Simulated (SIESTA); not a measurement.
# Parameter sweep on LiMg₆Zn (Amm2, 8 atoms in the cell)

```cif
data_LiMg6Zn
_chemical_formula_sum 'Li1 Mg6 Zn1'
_space_group_name_H-M_alt 'P 1'
_space_group_IT_number 1
_cell_length_a 5.03970
_cell_length_b 6.22555
_cell_length_c 6.22555
_cell_angle_alpha 60.599
_cell_angle_beta 90.000
_cell_angle_gamma 90.000
loop_
_space_group_symop_operation_xyz
  'x, y, z'
loop_
_atom_site_label
_atom_site_type_symbol
_atom_site_fract_x
_atom_site_fract_y
_atom_site_fract_z
_atom_site_occupancy
Li1 Li 0.50000 0.33294 0.33294 1
Mg1 Mg 0.50000 0.33244 0.83530 1
Mg2 Mg 0.50000 0.83530 0.33244 1
Mg3 Mg 0.00000 0.16230 0.66514 1
Mg4 Mg 0.00000 0.66514 0.16230 1
Mg5 Mg 0.00000 0.66953 0.66953 1
Mg6 Mg 0.00000 0.16865 0.16865 1
Zn1 Zn 0.50000 0.83370 0.83370 1
```

Base run A: SIESTA with GGA PBEsol, numerical atomic orbitals TZP, PseudoDojo PBEsol standard norm-conserving potentials (rewritten from UPF to PSML), self-consistent single point.

Its settings: XC.functional = GGA; XC.authors = PBEsol; potentials = PseudoDojo PBEsol standard; PAO.BasisSize = TZP; PAO.EnergyShift = 0.01 Ry; MeshCutoff = 300 Ry; kgrid.MonkhorstPack = 5 5 5; OccupationFunction = FD; ElectronicTemperature = 100 meV; PAO.Polarization.NonPerturbative = true; MaxSCFIterations = 150; SCF.Mixer.Method = Broyden; SCF.Mixer.Weight = 0.25; SCF.Mixer.History = 6; SCF.DM.Tolerance = 1.0E-04.

The starting cell comes from a database of computed structures (which also holds hypothetical and non-ambient phases and stackings), without a prior relaxation at this level. Values carry the incompleteness of an atom-centred basis.

ΔF is the free energy per atom less that of run A. 

Runs:
- B: lattice scaled by 0.97
- C: lattice scaled by 0.97; MeshCutoff: 300 Ry → 180 Ry
- D: lattice scaled by 0.985
- E: lattice scaled by 0.985; MeshCutoff: 300 Ry → 180 Ry
- F: lattice scaled by 1.015
- G: lattice scaled by 1.015; MeshCutoff: 300 Ry → 180 Ry
- H: lattice scaled by 1.03
- I: lattice scaled by 1.03; MeshCutoff: 300 Ry → 180 Ry

```json
[
 {"run": "A", "ΔF (meV/atom)": "0.00", "pressure (GPa)": "-0.96", "largest force (eV/Å)": "0.159"},
 {"run": "B", "ΔF (meV/atom)": "13.1", "pressure (GPa)": "3.54", "largest force (eV/Å)": "0.092"},
 {"run": "C", "ΔF (meV/atom)": "-11.0", "pressure (GPa)": "3.89", "largest force (eV/Å)": "0.165"},
 {"run": "D", "ΔF (meV/atom)": "0.11", "pressure (GPa)": "1.08", "largest force (eV/Å)": "0.130"},
 {"run": "E", "ΔF (meV/atom)": "-19.1", "pressure (GPa)": "1.35", "largest force (eV/Å)": "0.184"},
 {"run": "F", "ΔF (meV/atom)": "11.3", "pressure (GPa)": "-2.67", "largest force (eV/Å)": "0.182"},
 {"run": "G", "ΔF (meV/atom)": "-11.1", "pressure (GPa)": "-2.40", "largest force (eV/Å)": "0.244"},
 {"run": "H", "ΔF (meV/atom)": "33.9", "pressure (GPa)": "-4.11", "largest force (eV/Å)": "0.199"},
 {"run": "I", "ΔF (meV/atom)": "8.6", "pressure (GPa)": "-3.81", "largest force (eV/Å)": "0.272"}
]
```

Run F against A: The free energy rises by 11.3 meV/atom, the pressure goes from -0.96 to -2.67 GPa and the largest force goes from 0.159 to 0.182 eV/Å.

Run B against A: The free energy rises by 13.1 meV/atom, the pressure goes from -0.96 to 3.54 GPa and the largest force goes from 0.159 to 0.092 eV/Å.
